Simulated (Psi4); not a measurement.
Psi4 1.11, B3LYP/def2-svp, scf_type pk: Mo(NH)(NMe)(Me)2 (C[N]=[Mo]([CH3])([CH3])=[NH]), 16 atoms. The geometry is a generated start, not checked to be a minimum at this level.

task: energy
method: b3lyp
basis: def2-svp
memory: 7 GB
e_convergence: 1e-08
d_convergence: 1e-07
guess: auto, which took SAD (default)
diis_max_vecs: 10 (default)
scf_initial_accelerator: adiis (default)
dft_radial_points: 75 (default)
dft_spherical_points: 302 (default)
effective core potentials: those of the basis set, past Kr
basis functions: 151
grid points: 343514

```xyz
16

Mo     0.2191    -0.4022     0.3392
N      1.2944    -1.7254     0.6906
H      1.9935    -2.4637     0.6483
N      0.2147     0.3629    -1.2296
C      0.4901     0.7247    -2.5651
H     -0.3168     1.3411    -2.9815
H      1.4217     1.3039    -2.6264
H      0.5962    -0.1701    -3.1973
C     -1.8044    -1.0576     0.6580
H     -2.3843    -0.1173     0.7878
H     -1.9134    -1.6391     1.5896
H     -2.3197    -1.6290    -0.1244
C      0.6124     1.1561     1.7711
H      1.6387     1.3152     2.1249
H      0.0181     0.8592     2.6656
H      0.2396     2.1416     1.4492
```

The reference run uses exact four-centre integrals (scf_type = pk). Single runs; times are not shown.

Settings tried, all else as in the reference:
- scf_type = dfdirj+snlink
- scf_type = dfdirj+cosx, cosx_radial_points_final = 75, cosx_spherical_points_final = 302
- scf_type = mem_df
- scf_type = dfdirj+cosx, cosx_radial_points_final = 50, cosx_spherical_points_final = 194
- scf_type = dfdirj+link
- scf_type = dfdirj+cosx
- scf_type = cd, cholesky_tolerance = 0.01
- scf_type = dfdirj+cosx, cosx_radial_points_final = 25, cosx_spherical_points_final = 50
- scf_type = cd, cholesky_tolerance = 1e-06
- scf_type = cd, cholesky_tolerance = 0.0001 (default)
- scf_type = cd, cholesky_tolerance = 1e-05
- scf_type = cd, cholesky_tolerance = 0.001

Q: Which of these stay within 0.10 meV/atom in energy of the reference run?

A: Within it: scf_type = cd, cholesky_tolerance = 1e-06. At the edge (between 0.75 and 1.33 times the tolerance): scf_type = cd, cholesky_tolerance = 1e-05. Outside: scf_type = mem_df; scf_type = dfdirj+cosx, cosx_radial_points_final = 50, cosx_spherical_points_final = 194; scf_type = dfdirj+cosx, cosx_radial_points_final = 75, cosx_spherical_points_final = 302; scf_type = dfdirj+snlink; scf_type = dfdirj+link; scf_type = dfdirj+cosx; scf_type = cd, cholesky_tolerance = 0.0001 (default); scf_type = dfdirj+cosx, cosx_radial_points_final = 25, cosx_spherical_points_final = 50; scf_type = cd, cholesky_tolerance = 0.01; scf_type = cd, cholesky_tolerance = 0.001.

| setting | energy against the reference |
|---|---|
| scf_type = cd, cholesky_tolerance = 1e-06 | +0.0013 meV/atom |
| scf_type = cd, cholesky_tolerance = 1e-05 | −0.11 meV/atom |
| scf_type = mem_df | −0.15 meV/atom |
| scf_type = dfdirj+cosx, cosx_radial_points_final = 50, cosx_spherical_points_final = 194 | −0.21 meV/atom |
| scf_type = dfdirj+cosx, cosx_radial_points_final = 75, cosx_spherical_points_final = 302 | −0.22 meV/atom |
| scf_type = dfdirj+snlink | −0.22 meV/atom |
| scf_type = dfdirj+link | −0.22 meV/atom |
| scf_type = dfdirj+cosx | −0.23 meV/atom |
| scf_type = cd, cholesky_tolerance = 0.0001 (default) | −0.78 meV/atom |
| scf_type = dfdirj+cosx, cosx_radial_points_final = 25, cosx_spherical_points_final = 50 | −1.2 meV/atom |
| scf_type = cd, cholesky_tolerance = 0.01 | −2.2 meV/atom |
| scf_type = cd, cholesky_tolerance = 0.001 | −4.1 meV/atom |

Total energies are compared; such shifts often cancel in part in energy differences. The DFDIRJ builders fit J, which adds its shift to that of exchange. Psi4 runs the final COSX grid once, on the density of the start grid. No test of the SCF solution's stability was run. Also tried and not ranked: scf_type = direct (same energy as a listed run). The tolerance is a choice made for this comparison.
